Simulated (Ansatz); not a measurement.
## What uniaxial strain ε_zz = −1.50 % does to Y

The parent structure is Y in the hcp (Mg type) structure (space group P6_3/mmc, No. 194; a = 3.6523 Å, c = 5.7029 Å; relaxed with 0.1 eV smearing). Axes: x lies along a and z along c of the hexagonal cell.

It is then changed as follows: the cell is compressed by 1.50 % along z with no lateral relaxation; the atoms relax in the strained cell.

All numbers come from PBE (Ansatz, an electronic-structure program; PAW; 420 eV plane waves; no spin-orbit coupling). Γ-centred 18×18×10 mesh, Fermi–Dirac width 0.1 eV.

```tsv
quantity	base	changed	shift
shortest interatomic distance	354.6 pm	351.2 pm	-3.4 pm
energy relative to the base (free energy F)	0 meV/atom	+1.9 meV/atom	+1.9 meV/atom
pressure (mean of the normal stresses, compression positive)	0.0 GPa	0.6 GPa	+0.6 GPa
band gap	zero	zero	–
stress (xx, yy, zz, yz, xz, xy; compression positive)	–	(0.3, 0.3, 1.2, 0.0, 0.0, 0.0) GPa	–
```

Cost of the whole job for the changed cell (relaxation, final SCF and bands): roughly 20 core-seconds.

Stability against distortions was not tested. All final runs are without spin polarisation.
